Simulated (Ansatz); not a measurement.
An Ansatz (an electronic-structure program) run: Al2O3 with a change (uniaxial strain ε_yy = +1.87 %); PBEsol, PAW, 420 eV (Ansatz; no spin-orbit coupling).

Input:

Ansatz 0.2 input:
```yaml
crystal:
  lattice:
    - [4.8525633487, -2.8169244327, 0]
    - [4.8525633487, 2.8169244327, 0]
    - [0, 0, 4.9405766015]
  atoms:
    - { symbol: Al, position: [0.9925734407, 0.6717901944, 0.4312334119] }
    - { symbol: Al, position: [0.0074265593, 0.3282098056, 0.9312334119] }
    - { symbol: Al, position: [0.3282098056, 0.0074265593, 0.4312334119] }
    - { symbol: Al, position: [0.6717901944, 0.9925734407, 0.9312334119] }
    - { symbol: O, position: [0.7813244631, 0.2186755369, 0.9911911427] }
    - { symbol: O, position: [0.2186755369, 0.7813244631, 0.4911911427] }
    - { symbol: O, position: [0.8984260817, 0.6587923733, 0.0870360167] }
    - { symbol: O, position: [0.1015739183, 0.3412076267, 0.5870360167] }
    - { symbol: O, position: [0.3412076267, 0.1015739183, 0.0870360167] }
    - { symbol: O, position: [0.6587923733, 0.8984260817, 0.5870360167] }
basis: { ecutwfc: 420, ecutrho_ratio: 4, xc_grid: 2, fft_grid_basis: typed }
kpoints: { mp_grid: { grid: [7, 7, 7] } }
hamiltonian:
  xc: pbesol
  dispersion: none
  pseudopotentials: { kind: paw }
scf: { occupations: { method: fermi_dirac, width: 0.05 }, convergence: { dr2_threshold: 0.000000001 } }
relax: { f_tol: 0.005, max_steps: 50 }
output: { forces: true, stress: true }
checkpoint: { write: state.ck, write_every: 1000 }
```

Output (explanatory and most iteration lines left out):

```
Relaxation: its limit of steps is 50 (relax.max_steps)
Pseudopotential: Al, paw, valence charge 3
Pseudopotential: O, paw, valence charge 6
Crystal: 10 atoms, lattice volume = 135.068 Å³
Basis set: ecut = 420 eV, 2669 PW (Γ), exchange–correlation on 80×80×72 points (8 copies of the dense FFT grid, shifted against one another)
Bands: 34, of which v1, the nominal top of the filled ones, is band 24 counted from 1 (23 counted from 0)
Symmetry: 4 space group operations
Space group: Cmc21 (ITA 36), of the structure as read, at distance tolerance 5.1e-5 Å
k-points: 64 of 343 (time reversal used)
Functional: x = pbesol(κ = 0.804, μ = 0.12345679012345678), c = pbesol(β = 0.046)
SCF iter   1: F=—  HF=-5477.514251 eV  |F-HF|=—  |Δ(HF+E_count)|=         —  Δρ=1.11e-2  dr2=1.36e-1  ethr=1.77e-3  ⟨swp⟩=6.6  Hψ=11121  notcnv=0  defer=63
SCF iter   2: F=—  HF=-5477.475648 eV  |F-HF|=—  |Δ(HF+E_count)|=   3.86e-2  Δρ=1.97e-3  dr2=2.35e-3  ethr=2.84e-4  ⟨swp⟩=2.4  Hψ=4290  notcnv=0  defer=170
SCF 1 converged in 9 iterations: F = -5477.476868 eV  dr2 = 5.54e-11
relax step   1: F+E_penalty+E_count = -5477.47686781 eV  Δ(F+E_penalty+E_count) = +0.000e0 eV  max|allowed force component| = 2.051e-1 eV/Å  Δτ_max = 0.0000 Å  (9 SCF iters, accepted)
Crystal: 10 atoms, lattice volume = 135.068 Å³
SCF iter   1: F=—  HF=-5477.484852 eV  |F-HF|=—  |Δ(HF+E_count)|=         —  Δρ=1.28e-3  dr2=2.00e-3  ethr=3.80e-6  ⟨swp⟩=2.3  Hψ=7142  notcnv=0  defer=173
SCF iter   2: F=—  HF=-5477.484398 eV  |F-HF|=—  |Δ(HF+E_count)|=   4.54e-4  Δρ=6.56e-4  dr2=5.22e-4  ethr=3.80e-6  ⟨swp⟩=2.3  Hψ=2595  notcnv=0  defer=173
SCF 2 converged in 8 iterations: F = -5477.484291 eV  dr2 = 2.07e-10
relax step   2: F+E_penalty+E_count = -5477.48429119 eV  Δ(F+E_penalty+E_count) = -7.423e-3 eV  max|allowed force component| = 1.200e-1 eV/Å  Δτ_max = 0.0156 Å  (8 SCF iters, accepted)
Crystal: 10 atoms, lattice volume = 135.068 Å³
SCF iter   1: F=—  HF=-5477.495005 eV  |F-HF|=—  |Δ(HF+E_count)|=         —  Δρ=2.82e-3  dr2=1.05e-2  ethr=2.18e-4  ⟨swp⟩=4.0  Hψ=6128  notcnv=0  defer=172
SCF iter   2: F=—  HF=-5477.492348 eV  |F-HF|=—  |Δ(HF+E_count)|=   2.66e-3  Δρ=1.48e-3  dr2=2.98e-3  ethr=2.18e-5  ⟨swp⟩=1.0  Hψ=2688  notcnv=0  defer=172
SCF 3 converged in 9 iterations: F = -5477.491522 eV  dr2 = 2.15e-10
relax step   3: F+E_penalty+E_count = -5477.49152189 eV  Δ(F+E_penalty+E_count) = -7.231e-3 eV  max|allowed force component| = 4.239e-2 eV/Å  Δτ_max = 0.0387 Å  (9 SCF iters, accepted)
Crystal: 10 atoms, lattice volume = 135.068 Å³
SCF iter   1: F=—  HF=-5477.491892 eV  |F-HF|=—  |Δ(HF+E_count)|=         —  Δρ=5.24e-4  dr2=4.78e-4  ethr=9.16e-6  ⟨swp⟩=2.1  Hψ=5154  notcnv=0  defer=170
SCF iter   2: F=—  HF=-5477.491756 eV  |F-HF|=—  |Δ(HF+E_count)|=   1.36e-4  Δρ=2.80e-4  dr2=1.46e-4  ethr=9.95e-7  ⟨swp⟩=1.0  Hψ=2688  notcnv=0  defer=170
SCF 4 converged in 8 iterations: F = -5477.491745 eV  dr2 = 1.11e-10
relax step   4: F+E_penalty+E_count = -5477.49174469 eV  Δ(F+E_penalty+E_count) = -2.228e-4 eV  max|allowed force component| = 4.247e-2 eV/Å  Δτ_max = 0.0091 Å  (8 SCF iters, accepted)
Crystal: 10 atoms, lattice volume = 135.068 Å³
SCF iter   1: F=—  HF=-5477.491956 eV  |F-HF|=—  |Δ(HF+E_count)|=         —  Δρ=3.61e-4  dr2=9.86e-5  ethr=4.45e-6  ⟨swp⟩=2.0  Hψ=5211  notcnv=0  defer=170
SCF iter   2: F=—  HF=-5477.491981 eV  |F-HF|=—  |Δ(HF+E_count)|=   2.55e-5  Δρ=1.80e-4  dr2=2.74e-5  ethr=2.05e-7  ⟨swp⟩=2.0  Hψ=3687  notcnv=0  defer=170
SCF 5 converged in 7 iterations: F = -5477.491979 eV  dr2 = 3.40e-10
relax step   5: F+E_penalty+E_count = -5477.49197859 eV  Δ(F+E_penalty+E_count) = -2.339e-4 eV  max|allowed force component| = 4.149e-2 eV/Å  Δτ_max = 0.0042 Å  (7 SCF iters, accepted)
Crystal: 10 atoms, lattice volume = 135.068 Å³
[...]
SCF 6 converged in 7 iterations: F = -5477.492117 eV  dr2 = 7.17e-10
relax step   6: F+E_penalty+E_count = -5477.49211669 eV  Δ(F+E_penalty+E_count) = -1.381e-4 eV  max|allowed force component| = 1.497e-3 eV/Å  Δτ_max = 0.0038 Å  (7 SCF iters, accepted)
SCF converged after 7 iterations
Free energy (F): -5477.492117 eV
Internal energy: -5477.492117 eV  (E = F + TS)
E sigma→0 (E₀):  -5477.492117 eV
Fermi energy:    4.531370 eV
--- Forces (eV/Å), atoms counted from 1 ---
  atom   1  Al    -0.00149672     0.00090076    -0.00014112
  atom   2  Al     0.00149672    -0.00090076    -0.00014112
  atom   3  Al     0.00149672     0.00090076    -0.00014112
  atom   4  Al    -0.00149672    -0.00090076    -0.00014112
  atom   5  O      0.00000000     0.00028764     0.00026305
  atom   6  O      0.00000000    -0.00028764     0.00026305
  atom   7  O      0.00028982     0.00048679     0.00001179
  atom   8  O     -0.00028982    -0.00048679     0.00001179
  atom   9  O     -0.00028982     0.00048679     0.00001179
  atom  10  O      0.00028982    -0.00048679     0.00001179
--- Stress (GPa, compression-positive) ---
       -1.338638       0.000000       0.000000
        0.000000      -2.513178       0.000000
        0.000000       0.000000      -0.720442
  P = ⅓ Tr σ = -1.5241 GPa (-15.241 kbar)
--- Relaxed structure (6 steps of the walk, 6 accepted, 0 SCFs on fresh bases) ---
  atoms:
    - { symbol: Al, position: [0.9880495994868821, 0.6739121022929373, 0.4322501796117026] }
    - { symbol: Al, position: [0.011950400513117826, 0.3260878977070626, 0.9322501796117024] }
    - { symbol: Al, position: [0.3260878977070626, 0.011950400513117826, 0.4322501796117026] }
    - { symbol: Al, position: [0.6739121022929373, 0.9880495994868821, 0.9322501796117024] }
    - { symbol: O, position: [0.7913439406697305, 0.20865605933026954, 0.9884899672631348] }
    - { symbol: O, position: [0.20865605933026954, 0.7913439406697305, 0.48848996726313487] }
    - { symbol: O, position: [0.8955735651365894, 0.656684358548027, 0.08736983670673008] }
    - { symbol: O, position: [0.1044264348634107, 0.343315641451973, 0.5873698367067302] }
    - { symbol: O, position: [0.343315641451973, 0.1044264348634107, 0.08736983670673008] }
    - { symbol: O, position: [0.656684358548027, 0.8955735651365894, 0.5873698367067302] }
```

Stability against distortions was not tested. The cell was made from Al2O3 (space group Cmc2_1, No. 36; a cell from a computed database, its experimental status unchecked) by this change: uniaxial strain ε_yy = +1.87 %.
